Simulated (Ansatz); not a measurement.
An Ansatz (a first-principles code) run: TiRh; PBEsol in Ansatz (plane waves to 420 eV, PAW, no spin-orbit coupling).

Input:

Ansatz 0.2 input:
```yaml
crystal:
  lattice:
    - [2.9236523521, 0, 0]
    - [0, 2.9236523521, 0]
    - [0, 0, 3.3774254275]
  atoms:
    - { symbol: Ti, position: [0.5, 0.5, 0.5] }
    - { symbol: Rh, position: [0, 0, 0] }
basis: { ecutwfc: 420, ecutrho_ratio: 4, xc_grid: 2, fft_grid_basis: typed }
kpoints: { mp_grid: { grid: [16, 16, 14] } }
hamiltonian:
  xc: pbesol
  dispersion: none
  pseudopotentials: { kind: paw }
scf: { occupations: { method: fermi_dirac, width: 0.05 }, convergence: { dr2_threshold: 0.0000000002 } }
output: { forces: true, stress: true }
```

Output (explanatory and most iteration lines left out):

```
Pseudopotential: Ti, paw, valence charge 12
Pseudopotential: Rh, paw, valence charge 17
Crystal: 2 atoms, lattice volume = 28.869 Å³
Basis set: ecut = 420 eV, 575 PW (Γ), exchange–correlation on 40×40×48 points (8 copies of the dense FFT grid, shifted against one another)
Bands: 19, of which v1, the nominal top of the filled ones, is band 15 counted from 1 (14 counted from 0)
Symmetry: 16 space group operations
Space group: P4/mmm (ITA 123), of the structure as read, at distance tolerance 3.1e-5 Å
k-points: 360 of 3584
Functional: x = pbesol(κ = 0.804, μ = 0.12345679012345678), c = pbesol(β = 0.046)
SCF iter   1: F=—  HF=-8814.153101 eV  |F-HF|=—  |Δ(HF+E_count)|=         —  Δρ=9.70e-3  dr2=2.46e-2  ethr=1.77e-3  ⟨swp⟩=4.2  Hψ=26875  notcnv=0
SCF iter   2: F=—  HF=-8814.148823 eV  |F-HF|=—  |Δ(HF+E_count)|=   4.28e-3  Δρ=4.52e-3  dr2=5.90e-3  ethr=8.48e-5  ⟨swp⟩=2.0  Hψ=11076  notcnv=0  defer=2
SCF 1 converged in 7 iterations: F = -8814.147366 eV  dr2 = 3.39e-11
SCF converged after 7 iterations
Free energy (F): -8814.147366 eV
Internal energy: -8814.126751 eV  (E = F + TS)
E sigma→0 (E₀):  -8814.137059 eV
Entropy (-TS):   -0.020614 eV (-10.307 meV/atom)
Fermi energy:    19.056561 eV
--- Forces (eV/Å), atoms counted from 1 ---
  atom   1  Ti     0.00000000     0.00000000     0.00000000
  atom   2  Rh    -0.00000000    -0.00000000     0.00000000
--- Stress (GPa, compression-positive) ---
       -0.007575       0.000000       0.000000
        0.000000      -0.007575       0.000000
        0.000000       0.000000      -0.008221
  P = ⅓ Tr σ = -0.0078 GPa (-0.078 kbar)
```

No phonon test of stability was made. All final runs are without spin polarisation. An odd electron count without spin: TiRh. The cell is TiRh (space group P4/mmm, No. 123).
